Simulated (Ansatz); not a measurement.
The starting structures come from a database of crystals and need not be the phases stable at ambient conditions.

Here is the system:

```yaml
crystal:
  lattice:
    - [5.75153, 0.00000, 0.00000]
    - [0.00000, 5.77199, 0.00000]
    - [0.00000, 0.01004, 8.12851]
  atoms:
    - { symbol: Sr, position: [0.51064, 0.50271, 0.25104] }
    - { symbol: Sr, position: [0.48936, 0.49729, 0.74896] }
    - { symbol: Sr, position: [0.01064, 0.99729, 0.24896] }
    - { symbol: Sr, position: [0.98936, 0.00271, 0.75104] }
    - { symbol: Sc, position: [0.50000, 0.00000, 0.50000] }
    - { symbol: Sc, position: [0.00000, 0.50000, 0.00000] }
    - { symbol: Sb, position: [0.00000, 0.50000, 0.50000] }
    - { symbol: Sb, position: [0.50000, 0.00000, 0.00000] }
    - { symbol: O, position: [0.77276, 0.76042, 0.47157] }
    - { symbol: O, position: [0.22724, 0.23958, 0.52843] }
    - { symbol: O, position: [0.27276, 0.73958, 0.02843] }
    - { symbol: O, position: [0.72724, 0.26042, 0.97157] }
    - { symbol: O, position: [0.76262, 0.77392, 0.02671] }
    - { symbol: O, position: [0.23738, 0.22608, 0.97329] }
    - { symbol: O, position: [0.26262, 0.72608, 0.47329] }
    - { symbol: O, position: [0.73738, 0.27392, 0.52671] }
    - { symbol: O, position: [0.99498, 0.44700, 0.25610] }
    - { symbol: O, position: [0.00502, 0.55300, 0.74390] }
    - { symbol: O, position: [0.49498, 0.05300, 0.24390] }
    - { symbol: O, position: [0.50502, 0.94700, 0.75610] }
```

The cell is taken as given; by r2SCAN it stands under a pressure of -5.4 GPa.

Transport runs along the normal of the first two printed cell vectors.

No gap correction and no spin-orbit coupling; mid-gap is the computed energy nearest the middle.

Question: Compute, with r2SCAN (Ansatz, an electronic-structure program), the band gap and the smallest decay constant κ at mid-gap.

Answer: Gap 4.14 eV on a 6×6×4 mesh; κ = 0.372 1/Å, at the zone centre.
